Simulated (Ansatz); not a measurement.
Given:

End structure of a constructed model of the (0001) surface of hcp Hf, a pseudomorphic layer of Ti in the host's stacking (bottom of the slab: a bare face, its two planes held):

```yaml
crystal:
  lattice:
    - [3.20485, 0.00000, 0.00000]
    - [-1.60243, 2.77549, 0.00000]
    - [0.00000, 0.00000, 32.00000]
  atoms:
    - { symbol: Hf, position: [0.66667, 0.33333, 0.25619] }
    - { symbol: Hf, position: [0.33333, 0.66667, 0.33537] }
    - { symbol: Hf, position: [0.66667, 0.33333, 0.41574] }
    - { symbol: Hf, position: [0.33333, 0.66667, 0.49491] }
    - { symbol: Hf, position: [0.66667, 0.33333, 0.57334] }
    - { symbol: Hf, position: [0.33333, 0.66667, 0.65501] }
    - { symbol: Ti, position: [0.66667, 0.33333, 0.72431] }
```

Slab: 7 atoms, 15.6 Å thick at the start; k 13x13x1, smearing 0.1 eV, dipole-corrected; 2 atoms held, the rest relaxed; symmetry of the start imposed; no spin, no spin-orbit, no U. It is one candidate, not shown to be the stable structure of the face.

Task: What is the computed work function of the top face (Ansatz (an electronic-structure program) with PBE)?

Result: 4.04 eV
